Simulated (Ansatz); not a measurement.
We consider ZnSnO3 (R-3, No. 148, 10 atoms in the cell; start mp-14628), described by HSE06 (Ansatz, a quantum-chemistry and plane-wave program, PAW).

Settings: plane-wave cutoff 500 eV, 6×6×6 k mesh, gaussian smearing 0.02 eV, scalar-relativistic PAW data made under PBE.

Cell (relaxed with PBEsol):

```xyz
10
Lattice="2.6535 1.5320 4.6758 -2.6535 1.5320 4.6758 0.0000 -3.0640 4.6758" Properties=species:S:1:pos:R:3 pbc="T T T"
Zn     0.0000     0.0000     5.1204
Zn     0.0000     0.0000     8.9072
Sn     0.0000     0.0000     2.0926
Sn     0.0000     0.0000    11.9349
O     -1.0526    -1.5616     5.8615
O      1.0526     1.5616     8.1660
O      1.8787    -0.1308     5.8615
O     -1.8787     0.1308     8.1660
O     -0.8261     1.6924     5.8615
O      0.8261    -1.6924     8.1660
```

Problem. Estimate the band gap that the calculation returns.

Solution. 
- band gap = 3.31 eV (on the SCF k mesh)

Note: cell and atoms aren't relaxed at this level (pressure -1.4 GPa).

Spin–orbit coupling is not included.

A start named mp-… is a Materials Project structure, which need not be a measured phase.
